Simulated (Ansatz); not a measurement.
The reference is CdTe in the zinc blende structure (space group F-43m, No. 216; a = 6.489 Å).

The change: a hydrostatic pressure of 10 GPa.

Levels (all Ansatz, a first-principles code, PAW): PBEsol (420 eV, spin-orbit coupling left out); HSE06+SOC (420 eV, noncollinear with spin-orbit coupling).

The geometry is relaxed with PBEsol.

- PBEsol valence-band top at Γ: 0.00, 0.00, 0.00 eV
- PBEsol band gap: 1.14 eV

Question: Predict the valence-band top at Γ and band gap from HSE06+SOC.

Answer: The valence-band top at Γ (three highest Kramers pairs, from the VBM) becomes 0.00, 0.00, -0.98 eV (PBEsol: 0.00, 0.00, 0.00 eV); the band gap goes up by 0.73 eV to 1.87 eV. The threefold valence maximum splits by Δso ≈ 0.98 eV.

Single points use the geometry relaxed with PBEsol. The spin-orbit shifts are approximate. Spin-orbit coupling, missing from the scalar runs, can matter with Te. Load acts through the strain it causes; cell and atoms are relaxed under it. Whether these cells are dynamically stable was not tested. Measured, CdTe leaves this structure (for cinnabar) near 3.53 GPa (temperature not stated; as listed in Datta, Sujoy, Jana, Debnarayan, arXiv (2020)), on rising pressure, with hysteresis.
